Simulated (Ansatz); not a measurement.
Corundum Ga2O3 (metastable phase): LDA at its full settings (plane-wave cutoff 520 eV, 8×8×8 k mesh, Fermi–Dirac smearing 0.01 eV, scalar-relativistic PAW data made under PBE) and at cheaper ones, in a cell of 10 atoms with Γ-centred meshes.

```csv
level and setting,equilibrium lattice constant a (Å),c axis length (Å),bulk modulus (GPa)
LDA (Ansatz),4.950,13.306,238
LDA (Γ point alone) (Ansatz),4.939,13.129,254
LDA (2×2×2 k mesh) (Ansatz),4.951,13.278,240
LDA (4×4×4 k mesh) (Ansatz),4.950,13.306,238
```

Largest shifts from the full settings: lattice constant a -0.22 % (LDA (Γ point alone)), against a difference of -0.64 % of the full result from the reference 4.982 Å (measured, temperature not stated, no zero-point or thermal correction; as tabulated in Marezio, Remeika, J. Chem. Phys. 46, 1862 (1967) (COD 1538347)); lattice parameter c -1.33 % (LDA (Γ point alone)), against a difference of -0.95 % of the full result from the reference 13.433 Å (measured, temperature not stated, no zero-point or thermal correction; as tabulated in Marezio, Remeika, J. Chem. Phys. 46, 1862 (1967) (COD 1538347)); bulk modulus +6.7 % (LDA (Γ point alone)), against a difference of +8.2 % of the full result from the reference 220 ± 9 GPa (measured, room temperature, no zero-point or thermal correction, equation of state from high-pressure X-ray diffraction, our sources range from 220 to 252; as tabulated in Phys. Rev. B 77, 094123 (2008), gallium oxide under pressure (UNLV record)).

The full settings aren't shown to be converged themselves.

Ansatz's density-functional and Hartree–Fock values are scalar-relativistic unless marked +SOC, with PAW data made under PBE.

Run with cheap settings on purpose, which may leave them unconverged: LDA (2×2×2 k mesh), LDA (4×4×4 k mesh), LDA (Γ point alone).

Ansatz is a first-principles code.
